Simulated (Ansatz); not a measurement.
# Input and output of a self-consistent single point for a (100) slab of RbBi2 (cut from a parent of space group no. 227; 12 atoms in the cell) (Ansatz)

Level of theory: PBEsol, default PAW files made with PBE (plane waves; Ansatz, a program for electronic structure).

Input as run:

Ansatz 0.2 input:
```yaml
crystal:
  lattice:
    - [6.76982800, 0.00000000, 0.00000000]
    - [-6.76982800, 6.76982800, 0.00000000]
    - [0.00000000, 0.00000000, 22.37717600]
  atoms:
    - { symbol: Bi, position_ang: [3.38491400, 1.69245700, 7.00000582] }
    - { symbol: Bi, position_ang: [5.07737100, 0.00000000, 9.39349094] }
    - { symbol: Bi, position_ang: [1.69245700, 0.00000000, 9.39349094] }
    - { symbol: Bi, position_ang: [-3.38491400, 5.07737100, 7.00000582] }
    - { symbol: Bi, position_ang: [0.00000000, 5.07737100, 11.78688655] }
    - { symbol: Bi, position_ang: [1.69245700, 3.38491400, 14.18037168] }
    - { symbol: Bi, position_ang: [-1.69245700, 3.38491400, 14.18037168] }
    - { symbol: Bi, position_ang: [0.00000000, 1.69245700, 11.78688655] }
    - { symbol: Rb, position_ang: [-3.38491400, 3.38491400, 10.59017756] }
    - { symbol: Rb, position_ang: [0.00000000, 3.38491400, 8.19667006] }
    - { symbol: Rb, position_ang: [0.00000000, 0.00000000, 15.37717018] }
    - { symbol: Rb, position_ang: [3.38491400, 0.00000000, 12.98368506] }
basis:
  ecutwfc: 420.0
kpoints:
  mp_grid: { grid: [3, 3, 1] }
hamiltonian:
  xc: pbesol
  pseudopotentials: { kind: paw }
scf:
  occupations: { method: fermi_dirac, width: 0.1 }
output:
  forces: true
  eigenvalues: true
  stress: true
```

Log, with long lists cut:

```
WARN ansatz: RAYON_NUM_THREADS=1 ignored (pool sized by the plan → 1); use --threads N
Pseudopotentials: kind: paw
Pseudopotential: Bi, paw, valence charge 15
Pseudopotential: Rb, paw, valence charge 9
Crystal: 12 atoms, lattice volume = 1025.559 Å³
Basis set: ecut = 420 eV, 20051 PW (Γ), exchange–correlation on 96×128×300 points (8 copies of the dense FFT grid, shifted against one another)
Bands: 94, of which v1, the nominal top of the filled ones, is band 78 counted from 1 (77 counted from 0)
Symmetry: 4 space group operations
Space group: Pmm2 (ITA 25), of the structure as read, at distance tolerance 1.0e-4 Å
k-points: 4 of 9
PAW frozen core: Bi, regenerated for the run's functional, and the local potential with it
PAW frozen core: Rb, regenerated for the run's functional, and the local potential with it
Initial density: superposition of atomic densities (neutral atoms: chi_scale 0, normalization atom), corrected by the library's trained network
Initial wavefunctions: pseudopotential atomic-orbital guess
Eigensolver: davidson
Functional: x = pbesol(κ = 0.804, μ = 0.12345679012345678), c = pbesol(β = 0.046)
SCF iter   1: F=—  HF=-110805.817967 eV  |F-HF|=—  |Δ(HF+E_count)|=         —  Δρ=3.38e-3  dr2=2.44e0  ethr=1.77e-3  ⟨swp⟩=11.8  Hψ=2013  notcnv=0
all-band conjugate gradients solve this SCF's bands
preconditioner: auto → LDOS
SCF iter   2: F=—  HF=-110805.692559 eV  |F-HF|=—  |Δ(HF+E_count)|=   1.25e-1  Δρ=1.67e-3  dr2=3.64e-1  ethr=1.56e-3  ⟨swp⟩=2.2  Hψ=476  notcnv=0  defer=5
SCF iter   3: F=—  HF=-110805.681172 eV  |F-HF|=—  |Δ(HF+E_count)|=   1.14e-2  Δρ=1.59e-3  dr2=8.59e-2  ethr=2.33e-4  ⟨swp⟩=2.0  Hψ=627  notcnv=0  defer=6
SCF iter   4: F=—  HF=-110805.668731 eV  |F-HF|=—  |Δ(HF+E_count)|=   1.24e-2  Δρ=3.36e-4  dr2=3.31e-3  ethr=5.50e-5  ⟨swp⟩=2.0  Hψ=693  notcnv=0  defer=6
SCF iter   5: F=—  HF=-110805.668132 eV  |F-HF|=—  |Δ(HF+E_count)|=   5.99e-4  Δρ=8.72e-5  dr2=1.48e-4  ethr=2.12e-6  ⟨swp⟩=2.0  Hψ=664  notcnv=0  defer=6
SCF iter   6: F=—  HF=-110805.668156 eV  |F-HF|=—  |Δ(HF+E_count)|=   2.42e-5  Δρ=3.33e-5  dr2=2.08e-5  ethr=9.50e-8  ⟨swp⟩=2.0  Hψ=672  notcnv=0  defer=6
SCF iter   7: F=—  HF=-110805.668452 eV  |F-HF|=—  |Δ(HF+E_count)|=   2.96e-4  Δρ=7.63e-6  dr2=1.08e-6  ethr=1.33e-8  ⟨swp⟩=2.0  Hψ=678  notcnv=0  defer=6
SCF iter   8: F=—  HF=-110805.668452 eV  |F-HF|=—  |Δ(HF+E_count)|=   3.28e-7  Δρ=2.87e-6  dr2=1.36e-7  ethr=6.41e-11  ⟨swp⟩=16.5  Hψ=2067  notcnv=0
SCF iter   9: F=-110805.668452 eV  HF=-110805.668452 eV  |F-HF|=6.11e-10  |Δ(HF+E_count)|=   5.93e-8  Δρ=8.27e-7  dr2=1.21e-8  ethr=6.41e-11  ⟨swp⟩=5.0  Hψ=1447  notcnv=0
SCF 1 converged in 9 iterations: F = -110805.668452 eV  dr2 = 1.21e-8
SCF converged after 9 iterations
Free energy (F): -110805.668452 eV
Harris-Foulkes:  -110805.668452 eV  (|F-HF|=6.11e-10)
Internal energy: -110805.367049 eV  (E = F + TS)
E sigma→0 (E₀):  -110805.517750 eV
Entropy (-TS):   -0.301403 eV (-25.117 meV/atom)
Fermi energy:    1.804890 eV
--- Per-component energies (eV) ---
  E_band       = -2276.990085
  E_kinetic    = 3187.055939
  E_local      = -75167.244607  (includes V_loc(G=0)·N_el)
  E_nonlocal   = 5188.098607
  E_hartree    = 34328.191343
  E_xc         = -1712.623831
  E_vxc        = -1689.824657  (∫ρ·V_xc dr)
  E_paw        = -94353.837179  (= ΣΔE_a)
  E_vpaw       = -2451.469903  (= ΣTr[D̂ρ^β])
  E_aug_tail   = -0.003720  (compensation charges beyond the density's cutoff)
  E_ewald      = 17723.783698
  E_core_change = 1.212701  (= ΣΔE_core)
  E_smearing   = -0.301403  (= −TS)
  E_closure    = 0.000000  (closes the sum)
  Σ components = -110805.668452   (vs F -110805.668452, Δ=0.00e0)
--- Forces (eV/Å), atoms counted from 1 ---
  atom   1  Bi     0.00000000     0.03264969     0.34991892
  atom   2  Bi    -0.10354721     0.00000000    -0.43125380
  atom   3  Bi     0.10354721     0.00000000    -0.43125380
  atom   4  Bi     0.00000000    -0.03264969     0.34991892
  atom   5  Bi     0.00000000     0.10409302     0.21145974
  atom   6  Bi     0.09862121     0.00000000    -0.00342323
  atom   7  Bi    -0.09862121     0.00000000    -0.00342323
  atom   8  Bi     0.00000000    -0.10409302     0.21145974
  atom   9  Rb     0.00000000     0.00000000    -0.00959585
  atom  10  Rb     0.00000000     0.00000000    -0.27931028
  atom  11  Rb     0.00000000     0.00000000     0.04004106
  atom  12  Rb     0.00000000     0.00000000    -0.00454896
  max |Σ_I F_I| component: 1.08e-5 eV/Å
--- Stress (GPa, compression-positive) ---
       -0.997012       0.000000       0.000000
        0.000000      -1.592706       0.000000
        0.000000       0.000000      -0.031972
  P = ⅓ Tr σ = -0.8739 GPa (-8.739 kbar)
  The stress holds the Pulay correction. Without it, at fixed plane waves, as pw.x and ABINIT print it: P = -0.8808 GPa
--- Band table (eV) ---
  k-point 0: bands = ["-26.6671", "-26.0462", "-25.8652", "-25.8268", "-21.2746", "-21.2318", "-21.2090", "-21.1818", "-21.1641", "-21.1347", "-21.1179", "-21.0989", "-21.0900", "-21.0684", "-21.0680", "-21.0657", "-21.0506", "-21.0492", "-21.0289", [...]
  k-point 1: bands = ["-26.6671", "-26.0458", "-25.8655", "-25.8268", "-21.2357", "-21.2149", "-21.2015", "-21.1779", "-21.1680", "-21.1437", "-21.1280", "-21.1072", "-21.0890", "-21.0875", "-21.0763", "-21.0638", "-21.0557", "-21.0502", "-21.0290", [...]
  k-point 2: bands = ["-26.6670", "-26.0459", "-25.8637", "-25.8285", "-21.2273", "-21.2026", "-21.1756", "-21.1744", "-21.1615", "-21.1476", "-21.1254", "-21.1032", "-21.0874", "-21.0843", "-21.0753", "-21.0731", "-21.0584", "-21.0545", "-21.0425", [...]
  k-point 3: bands = ["-26.6670", "-26.0462", "-25.8634", "-25.8286", "-21.2733", "-21.2209", "-21.1872", "-21.1649", "-21.1579", "-21.1383", "-21.1112", "-21.0923", "-21.0903", "-21.0793", "-21.0725", "-21.0609", "-21.0588", "-21.0491", "-21.0435", [...]
```

The run converged in 9 iterations.

The starting cell comes from a database of computed structures (which also holds hypothetical and non-ambient phases and stackings), without a prior relaxation at this level. The slab is cut from that crystal, and its faces are unrelaxed. Its lattice was rescaled by up to half a per cent. Spin-orbit coupling is off. The two faces of this cut differ, and no dipole correction was used.

Cost on one core of a shared machine: roughly 50 s.
